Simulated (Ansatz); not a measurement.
We consider CsCl-type TiCo, described by r²SCAN (Ansatz, a first-principles code, PAW).

Numerical settings: plane-wave cutoff 560 eV, 18×18×18 k mesh, Fermi–Dirac smearing 0.05 eV, no spin polarisation, scalar-relativistic PAW data made under PBE.

Pressure at four volumes; x = ln(V/12.846 Å³). One pressure is withheld.

```csv
V (Å³/atom),x,P (GPa)
12.075,-0.0619,?
12.332,-0.0408,8.58
12.846,0.0000,0.00
13.616,0.0582,-10.00
```

Question: Pass a parabola P(x) through the three rows shown, estimate the bulk modulus and its pressure derivative near zero pressure, and predict the withheld pressure.

Answer: Slopes between the rows: (0.00 − (8.58))/(0.0000 − (-0.0408)) = -210.29 and (-10.00 − (0.00))/(0.0582 − (0.0000)) = -171.82 GPa. Their difference over the span 0.0990 is c = 38.47/0.0990 = 388.6 GPa, so P(x) = 8.58 + (-210.29)(x − (-0.0408)) + 388.6 (x − (-0.0408))(x − (0.0000)). At the middle row B = −dP/dx = −[-210.29 + 388.6 × 0.0408] = 194.4 GPa, and B′ = dB/dP = 2c/B = 4.0. At x = -0.0619 the parabola gives 13.52 GPa; the run gives 13.58 GPa. The Birch–Murnaghan fit to the energies at all volumes has B0 = 193 GPa and B′ = 4.1.

Measured, for comparison: bulk modulus 154 GPa (room temperature, not corrected to a static lattice; as tabulated in Yamada et al. (2019), arXiv:1910.09660). Computed less measured: bulk modulus +25 %.
